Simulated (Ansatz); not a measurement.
The structure below was relaxed with DFT with PBE, PAW potentials and a 420 eV plane-wave cutoff in Ansatz (a quantum-chemistry and plane-wave program), no spin-orbit coupling, at pressure 45 GPa.

Space group Fm-3m (No. 225); a = 5.398 Å, b = 5.398 Å, c = 5.398 Å, α = 90.00°, β = 90.00°, γ = 90.00°

```
atom  site  symmetry       x       y       z
----  ----  --------  ------  ------  ------
Pb      4a      m-3m  0.0000  0.0000  0.0000
F       8c      -43m  0.2500  0.2500  0.2500
```

Task: Write out a cell with all atoms.

Result: 
```
PbF2
1.0
    5.39793     0.00000     0.00000
    0.00000     5.39793     0.00000
    0.00000     0.00000     5.39793
Pb F
4 8
Direct
  0.00000   0.00000   0.00000
  0.00000   0.50000   0.50000
  0.50000   0.00000   0.50000
  0.50000   0.50000   0.00000
  0.25000   0.75000   0.75000
  0.25000   0.25000   0.75000
  0.25000   0.25000   0.25000
  0.25000   0.75000   0.25000
  0.75000   0.75000   0.25000
  0.75000   0.25000   0.25000
  0.75000   0.25000   0.75000
  0.75000   0.75000   0.75000
```
This is the conventional cell.

Load acts through the strain it causes; cell and atoms are relaxed under it. Stability against distortions was not tested. No other phases were tried under pressure. The cell was made from PbF₂ in the fluorite structure (space group Fm-3m, No. 225) by this change: pressure 45 GPa.
